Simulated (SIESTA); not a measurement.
Band structure of AlAs (F-43m, 2 atoms in the cell).

```
CELL_PARAMETERS angstrom
      0.00000     2.83000     2.83000
      2.83000     0.00000     2.83000
      2.83000     2.83000     0.00000
ATOMIC_POSITIONS crystal
  Al 0.00000 0.00000 0.00000
  As 0.25000 0.25000 0.25000
```

Method: SIESTA with GGA PBE, numerical atomic orbitals DZP, PseudoDojo PBE standard norm-conserving potentials (rewritten from UPF to PSML).

Settings: XC.functional = GGA; XC.authors = PBE; potentials = PseudoDojo PBE standard; PAO.BasisSize = DZP; PAO.EnergyShift = 0.005 Ry; MeshCutoff = 300 Ry; kgrid.MonkhorstPack = 8 8 8; OccupationFunction = FD; ElectronicTemperature = 50 meV; MaxSCFIterations = 150; SCF.Mixer.Method = Broyden; SCF.Mixer.Weight = 0.25; SCF.Mixer.History = 8; SCF.DM.Tolerance = 1.0E-05.

The starting cell has typed, rounded lattice constants, without a prior relaxation at this level. Values carry the incompleteness of an atom-centred basis.

Task: Predict the gap along the standard path and the places of the band edges.

Result: The gap along the path is 1.62 eV, from Γ to X; the smallest direct gap on it is 2.31 eV.

Levels in eV from the top of the valence band on the path, bands 6 to 10:
```
point       6      7      8      9    10
-----  ------  -----  -----  -----  ----
Γ      -11.84   0.00   0.00   0.00  2.31
X       -9.88  -5.44  -2.18  -2.18  1.62
W       -9.86  -5.09  -3.19  -2.82  4.53
K       -9.92  -5.18  -3.42  -1.80  2.47
L      -10.44  -5.59  -0.82  -0.82  2.38
U       -9.92  -5.18  -3.42  -1.80  2.47
```

Higher empty bands are left out: an atom-centred basis made for the valence describes them poorly.
